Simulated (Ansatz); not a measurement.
Functionals compared on H on the (100) surface of germanium (p(2x2) alternately buckled dimers; a constructed slab, bottom: dihydride, held), one in a cell of 66 Å², started at the site 'top Ge #2', in Ansatz (plane waves, PAW). The structure was relaxed with PBE; the other rows are single points on it, each with its references at the same level. Cutoff 420 eV (500 eV for r2SCAN).

Slab: 41 atoms, 11.3 Å thick at the start with caps and adatoms under the adsorbate (thin: gaps and levels are the slab's own); k 3x3x1, smearing 0.01 eV, dipole-corrected; 24 atoms held, the rest relaxed; held to the start's symmetry, so lower structures may exist; spin-polarised, ending with about 0.3 μB a cell, a value that depends on the mesh; orders that need a larger cell were not tried, no spin-orbit, no U, no dispersion correction. The slab shows no gap over 0.04 eV on its mesh. At the end it is bonded to Ge. In PBE it is, or lies within 0.03 eV of, the lowest of the starts that converged. These notes are the PBE run's. RPBE: The program's check for a lower electronic state was not made. r2SCAN: The program's check for a lower electronic state was not made. Adsorption energies are against ½ H2(g). A negative adsorption energy means that the adsorbate is more stable on the surface than in its reference.

| functional | adsorption energy (eV) | work function of the top face (eV) | rough cost of the single point |
|---|---|---|---|
| PBE | -0.20 | 4.95 | – |
| RPBE | (withheld) | (withheld) | roughly 7 core-minutes |
| r2SCAN | -0.25 | 5.12 | roughly 15 core-minutes |

**Question.** What belongs in the gaps?

**Answer.** 
- RPBE, adsorption energy (eV): -0.14
- RPBE, work function of the top face (eV): 4.88

Ansatz is a program for electronic structure.
